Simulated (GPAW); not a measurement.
Worked example: self-consistent single point of Te2Mo (P6_3/mmc, 6 atoms in the cell) in GPAW.

Method of the run: PBE, GPAW PAW datasets PBE (gpaw-data 1.0.1) (plane waves; GPAW).

The change in words: lattice scaled by 0.98. Reference geometry:
```xyz
6
Lattice="3.5011 0.0000 0.0000 -1.7506 3.0321 0.0000 0.0000 0.0000 14.3827" Properties=species:S:1:pos:R:3 pbc="T T T"
Te     0.0000     2.0214     9.0297
Te     1.7506     1.0107     5.3529
Te     1.7506     1.0107     1.8384
Te     0.0000     2.0214    12.5443
Mo     0.0000     2.0214     3.5957
Mo     1.7506     1.0107    10.7870
```

Reference input (self-consistent single point, DFT PBE, plane waves, GPAW PAW datasets PBE (gpaw-data 1.0.1)): mode = pw; ecut = 550 eV; xc = PBE; kpts = 6 6 2; mesh shift (steps) = 0 0 0; occupations.name = fermi-dirac; occupations.width = 0 eV; nbands = -4; convergence.density = 1e-05 e/electron; convergence.bands = -2; symmetry.symmorphic = false; symmetry.tolerance = 0.0005. This run's input differs from it in these lines:

```diff
@@ -5,5 +5,5 @@
 atoms = Atoms(['Te', 'Te', 'Te', 'Te', 'Mo', 'Mo'],
-              cell=[[3.501112, 0.000000, 0.000000],
-                    [-1.750556, 3.032051, 0.000000],
-                    [0.000000, 0.000000, 14.382655]],
+              cell=[[3.431090, 0.000000, 0.000000],
+                    [-1.715545, 2.971410, 0.000000],
+                    [0.000000, 0.000000, 14.095002]],
               scaled_positions=[[0.333333, 0.666667, 0.627820],
```

Output (repeated stretches shortened):

```
     iter     time        total  log10-change:
                         energy   eigst   dens
iter:   1 --:--:--   -37.416744   +0.50
iter:   2 --:--:--   -37.327517   -0.49  -1.20
iter:   3 --:--:--   -36.812285   -1.13  -1.21
iter:   4 --:--:--   -36.463156   -1.01  -1.29
iter:   5 --:--:--   -36.580608   -1.26  -1.50
iter:   6 --:--:--   -36.502649   -1.65  -1.66
iter:   7 --:--:--   -36.414974   -1.70  -1.81
iter:   8 --:--:--   -36.370892   -2.11  -2.09
iter:   9 --:--:--   -36.372503   -3.06  -2.55
iter:  10 --:--:--   -36.372439c  -3.85  -2.66
iter:  11 --:--:--   -36.372459c  -3.13  -2.91
iter:  12 --:--:--   -36.372075c  -4.32  -3.11
iter:  13 --:--:--   -36.372581c  -4.17  -3.18
iter:  14 --:--:--   -36.372799c  -4.21  -3.01
   [... 19 lines left out ...]
iter:  34 --:--:--   -36.371745c  -7.25  -4.56
iter:  35 --:--:--   -36.371745c  -7.31  -4.67
iter:  36 --:--:--   -36.371745c  -7.34  -4.68
iter:  37 --:--:--   -36.371745c  -6.88  -4.70
iter:  38 --:--:--   -36.371745c  -7.21  -5.24c
iter:  39 --:--:--   -36.371745c  -7.32  -5.31c
iter:  40 --:--:--   -36.371745c  -7.29  -5.21c
iter:  41 --:--:--   -36.371745c  -7.51c -5.10c
Converged after 41 iterations.

Dipole moment: (0.000000, -0.000000, -0.000000) |e|*Ang

Energy contributions relative to reference atoms: (reference = -959430.878998)

Kinetic:        +64.231649
Potential:      -62.849937
External:        +0.000000
XC:             -37.450656
Entropy (-ST):   +0.000000
Local:           -0.302801
SIC:             +0.000000
--------------------------
Free energy:    -36.371745
Extrapolated:   -36.371745

Showing only first 2 kpts
 Kpt  Band  Eigenvalues  Occupancy
  0    24      8.07642    2.00000
  0    25      8.60215    2.00000
  0    26     11.96445    0.00000
  0    27     11.96449    0.00000

  1    24      8.46392    2.00000
  1    25      8.46392    2.00000
  1    26     11.99597    0.00000
  1    27     11.99597    0.00000

Fermi level: 9.09853

Gap: 0.993 eV
Transition (v -> c):
   [... lines left out ...]
Direct gap: 1.126 eV
   [... lines left out ...]
  0 Te   -0.00000    0.00000   -2.00261
  1 Te    0.00000    0.00000    2.00261
  2 Te    0.00000    0.00000   -2.00261
  3 Te   -0.00000    0.00000    2.00261
  4 Mo    0.00000    0.00000    0.00000
  5 Mo   -0.00000    0.00000    0.00000

Stress tensor:
    -0.074729     0.000000     0.000000
     0.000000    -0.074729     0.000000
     0.000000     0.000000    -0.102869
Stress (GPa, Voigt): [-11.9729 -11.9729 -16.4814   0.       0.       0.    ]
```

The run converged in 41 iterations. GPAW prints stress with tension positive. Against the reference run the free energy goes up by 88.1 meV/atom, the pressure goes from 5.70 to 13.48 GPa, the largest force goes from 0.938 to 2.003 eV/Å and the gap on the mesh goes from 0.963 to 0.993 eV.

The starting cell comes from a database of computed structures (which also holds hypothetical and non-ambient phases and stackings), without a prior relaxation at this level. Its lattice was rescaled by a random factor within 2.5 % of one. For this run, on top of that: lattice scaled by 0.98. Spin-orbit coupling is off. With a pressure of about 13 GPa the cell is away from its equilibrium volume at this level. Forces in this geometry exceed 1 eV/Å.

Cost on one core of a shared machine: roughly 60 s.
